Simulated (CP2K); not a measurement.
## A self-consistent single point of InSe (P6_3/mmc, 8 atoms in the cell) with CP2K

Method: PBE, GPW, DZVP-MOLOPT-SR-GTH basis, GTH-PBE potentials (GTH_POTENTIALS) run with CP2K.

Input:

```
&GLOBAL
  PROJECT run
  RUN_TYPE ENERGY_FORCE
  PRINT_LEVEL LOW
&END GLOBAL
&FORCE_EVAL
  METHOD Quickstep
  STRESS_TENSOR ANALYTICAL
  &DFT
    BASIS_SET_FILE_NAME BASIS_MOLOPT
    POTENTIAL_FILE_NAME GTH_POTENTIALS
    &QS
      METHOD GPW
      EPS_DEFAULT 1E-11
    &END QS
    &MGRID
      CUTOFF 500
      REL_CUTOFF 50
      NGRIDS 5
    &END MGRID
    &SCF
      SCF_GUESS ATOMIC
      EPS_SCF 1E-6
      MAX_SCF 100
      ADDED_MOS 13
      &DIAGONALIZATION
        ALGORITHM STANDARD
      &END DIAGONALIZATION
      &MIXING
        METHOD BROYDEN_MIXING
        ALPHA 0.2
        NBUFFER 10
      &END MIXING
      &SMEAR ON
        METHOD FERMI_DIRAC
        ELECTRONIC_TEMPERATURE [K] 116.05
      &END SMEAR
    &END SCF
    &KPOINTS
      SCHEME MONKHORST-PACK 5 5 1
    &END KPOINTS
    &XC
      &XC_FUNCTIONAL PBE
      &END XC_FUNCTIONAL
    &END XC
    &PRINT
      &MO
        EIGENVALUES T
        OCCUPATION_NUMBERS T
        NDIGITS 8
        FILENAME mo
        &EACH
          QS_SCF 0
        &END EACH
        ADD_LAST NUMERIC
      &END MO
      &MULLIKEN OFF
      &END MULLIKEN
    &END PRINT
  &END DFT
  &SUBSYS
    &CELL
      A 4.10235600 0.00000000 0.00000000
      B -2.05117800 3.55274500 0.00000000
      C 0.00000000 0.00000000 17.68986700
      PERIODIC XYZ
    &END CELL
    &COORD
      SCALED
      In       0.33333300     0.66666700     0.33030000
      In       0.66666700     0.33333300     0.66970000
      In       0.66666700     0.33333300     0.83030000
      In       0.33333300     0.66666700     0.16970000
      Se       0.33333300     0.66666700     0.59732000
      Se       0.66666700     0.33333300     0.40268000
      Se       0.66666700     0.33333300     0.09732000
      Se       0.33333300     0.66666700     0.90268000
    &END COORD
    &KIND In
      BASIS_SET DZVP-MOLOPT-SR-GTH-q13
      POTENTIAL GTH-PBE-q13
    &END KIND
    &KIND Se
      BASIS_SET DZVP-MOLOPT-SR-GTH-q6
      POTENTIAL GTH-PBE-q6
    &END KIND
  &END SUBSYS
  &PRINT
    &FORCES ON
    &END FORCES
    &STRESS_TENSOR ON
    &END STRESS_TENSOR
  &END PRINT
&END FORCE_EVAL
```

Log, with long lists cut:

```
 GLOBAL| Method name                                                        CP2K
 GLOBAL| Project name                                                        run
 GLOBAL| Run type                                                   ENERGY_FORCE

 TOTAL NUMBERS AND MAXIMUM NUMBERS

  Total number of            - Atomic kinds:                                   2
                             - Atoms:                                          8
                             - Shell sets:                                     8
                             - Shells:                                        48
                             - Primitive Cartesian functions:                 40
                             - Cartesian basis functions:                    176
                             - Spherical basis functions:                    152

  Maximum angular momentum of- Orbital basis functions:                        3
                             - Local part of the GTH pseudopotential:          0
                             - Non-local part of the GTH pseudopotential:      4

 SCF PARAMETERS         Density guess:                                    ATOMIC
                        max_scf:                                             100
                        max_diis:                                              4
                        eps_scf:                                        1.00E-06
                        eps_diis:                                       1.00E-01
                        eps_eigval:                                     1.00E-05
                        level_shift [a.u.]:                             0.000000
                        added MOs                                        13    0
                        Mixing method:                            BROYDEN_MIXING
                                                charge density mixing in g-space
                        Smear method:                                FERMI_DIRAC
                        Electronic temperature [K]:                        116.0
                        Electronic temperature [a.u.]:                  3.68E-04
                        Accuracy threshold:                             1.00E-10
                        No outer SCF

 Extrapolation method: initial_guess

 Number of electrons:                                                         76
 Number of occupied orbitals:                                                 38
 Number of molecular orbitals:                                                51

 Number of orbital functions:                                                152
 Number of independent orbital functions:                                    152

 SCF WAVEFUNCTION OPTIMIZATION

  Step     Update method      Time    Convergence         Total energy    Change
     1 NoMix/Diag. 0.20E+00      -     1.12925401      -263.2388776869 -2.63E+02
     2 Broy./Diag. 0.20E+00      -     0.07241980      -262.8870765412  3.52E-01
     3 Broy./Diag. 0.20E+00      -     0.11508576      -263.0690775975 -1.82E-01
     4 Broy./Diag. 0.20E+00      -     0.01729326      -263.1760628262 -1.07E-01
     5 Broy./Diag. 0.20E+00      -     0.00890216      -263.1181596961  5.79E-02
     6 Broy./Diag. 0.20E+00      -     0.00218934      -263.1260252410 -7.87E-03
     7 Broy./Diag. 0.20E+00      -     0.00103323      -263.1338546531 -7.83E-03
   [... 2 lines left out ...]
    10 Broy./Diag. 0.20E+00      -     0.00002768      -263.1327153366 -4.82E-05
    11 Broy./Diag. 0.20E+00      -     0.00001598      -263.1334810827 -7.66E-04
    12 Broy./Diag. 0.20E+00      -     0.00000394      -263.1337670440 -2.86E-04
    13 Broy./Diag. 0.20E+00      -     0.00000493      -263.1337416173  2.54E-05
    14 Broy./Diag. 0.20E+00      -     0.00000042      -263.1337338112  7.81E-06

  *** SCF run converged in    14 steps ***

  Electronic density on regular grids:        -75.9999999991        0.0000000009
  Core density on regular grids:               75.9999999990       -0.0000000010
  Total charge density on r-space grids:       -0.0000000001
  Total charge density g-space grids:          -0.0000000001

  Overlap energy of the core charge distribution:               0.00000000089587
  Self energy of the core charge distribution:               -439.45421724063863
  Core Hamiltonian energy:                                    130.33150578079227
  Hartree energy:                                              83.97992363058965
  Exchange-correlation energy:                                -37.99094598287102
  Electronic entropic energy:                                  -0.00000000000355
  Fermi energy:                                                 0.12330599263455

  Total energy:                                              -263.13373381123546
  Total energy (extrapolated to T->0):                       -263.13373381123370

 ENERGY| Total FORCE_EVAL ( QS ) energy [hartree]           -263.133715649441001

 FORCES| Atomic forces [hartree/bohr]
 FORCES|   Atom     x               y               z               |f|
 FORCES|      1 -1.04540272E-07  7.07888184E-08 -8.69059237E-04   8.69059246E-04
 FORCES|      2  1.04540279E-07 -7.08040931E-08  8.69059238E-04   8.69059248E-04
 FORCES|      3  1.04537062E-07 -7.07869758E-08 -8.69066441E-04   8.69066451E-04
 FORCES|      4 -1.04537053E-07  7.08022481E-08  8.69066443E-04   8.69066452E-04
 FORCES|      5  3.72745027E-07 -2.04482924E-07  8.32409066E-04   8.32409175E-04
 FORCES|      6 -3.72745031E-07  2.04482781E-07 -8.32409068E-04   8.32409176E-04
 FORCES|      7 -3.72743074E-07  2.04481780E-07  8.32425719E-04   8.32425827E-04
 FORCES|      8  3.72743070E-07 -2.04481634E-07 -8.32425720E-04   8.32425829E-04
 FORCES| Sum     7.59848651E-15  7.73668353E-16 -7.49400542E-14
 FORCES| Total atomic force                                       7.53282635E-14

 STRESS| Analytical stress tensor [bar]
 STRESS|                        x                   y                   z
 STRESS|      x        7.26148104570E+01   7.41849989813E-01  -1.58464043290E-07
 STRESS|      y        7.41849989813E-01   7.33959128003E+01   1.06140401876E-07
 STRESS|      z       -1.58464043290E-07   1.06140401876E-07   1.64388319557E+02
 STRESS| 1/3 Trace                                             1.03466347605E+02
```

The run converged in 14 iterations.

The starting cell comes from a database of computed structures (which also holds hypothetical and non-ambient phases and stackings), without a prior relaxation at this level. Its lattice was rescaled by a random factor within 2.5 % of one. Values carry the incompleteness of an atom-centred basis.

Cost on one core of a shared machine: roughly 2 min.
